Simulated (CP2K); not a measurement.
Band structure of Ca3Tl (Fm-3m, 4 atoms in the cell).

```yaml
crystal:
  lattice:
    - [5.69338, 0.00000, 0.00000]
    - [2.84669, 4.93061, 0.00000]
    - [2.84669, 1.64354, 4.64862]
  atoms:
    - { symbol: Ca, position: [0.50000, 0.50000, 0.50000] }
    - { symbol: Ca, position: [0.25000, 0.25000, 0.25000] }
    - { symbol: Ca, position: [0.75000, 0.75000, 0.75000] }
    - { symbol: Tl, position: [0.00000, 0.00000, 0.00000] }
```

Computed with PBEsol, GPW, DZVP-MOLOPT-SR-GTH basis, GTH-PBE potentials (GTH_POTENTIALS) run with CP2K 2026.2.

Settings: CUTOFF = 500 Ry; REL_CUTOFF = 40 Ry; SMEAR/METHOD = GAUSSIAN; SIGMA = 0.136 eV; KPOINTS/SCHEME = MONKHORST-PACK 7 7 7; XC_FUNCTIONAL = PBE:PBESOL; Ca/BASIS_SET = DZVP-MOLOPT-SR-GTH-q10; Ca/POTENTIAL = GTH-PBE-q10; Tl/BASIS_SET = DZVP-MOLOPT-SR-GTH-q13; Tl/POTENTIAL = GTH-PBE-q13; METHOD = GPW; EPS_DEFAULT = 1e-10; EXTRAPOLATION = USE_GUESS; NGRIDS = 5.

The starting cell comes from a database of computed structures (which also holds hypothetical and non-ambient phases and stackings), without a prior relaxation at this level. Spin-orbit coupling is off. Values carry the incompleteness of an atom-centred basis. The potentials were made for another functional than the one used.

Levels in eV from the Fermi level, bands 19 to 24:
```
point     19     20     21     22     23    24
-----  -----  -----  -----  -----  -----  ----
Γ      -0.65  -0.65  -0.65  -0.40   0.27  0.27
X      -2.77  -1.14  -0.77  -0.77  -0.49  1.44
W      -2.16  -2.16  -1.77   0.12   0.81  0.81
K      -2.46  -2.18  -0.80  -0.62   0.71  1.02
L      -3.18  -0.86  -0.86   0.59   0.68  0.86
U      -2.46  -2.18  -0.80  -0.62   0.71  1.02
```

Bands cross the Fermi level along this path, so the cell is metallic at this level.

Higher empty bands are left out: an atom-centred basis made for the valence describes them poorly.
